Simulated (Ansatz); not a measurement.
Fluorite PbF2 (high-temperature phase) was calculated with B3LYP (VWN-RPA form) in Ansatz (PAW).

Settings: plane-wave cutoff 460 eV, 8×8×8 k mesh, Fermi–Dirac smearing 0.01 eV, scalar-relativistic PAW data made under PBE.

The cell has the measured lattice: a = b = c = 5.931 Å, α = β = γ = 90.00°.

### Question
Predict the band gap, smallest direct gap on the k points sampled and direct gap at Γ.

### Answer

* **band gap**: 6.14 eV (on the SCF k mesh)
* **smallest direct gap on the k points sampled**: 6.27 eV
* **direct gap at Γ**: 11.01 eV

Note: cell and atoms aren't relaxed at this level (pressure 2.7 GPa).

Spin–orbit coupling is not included; with these elements it can move the gap by several tenths of an eV or more.

Static lattice: no zero-point or thermal effects.

Computing time: very roughly 4 core-minutes.

Ansatz is a quantum-chemistry and plane-wave program.
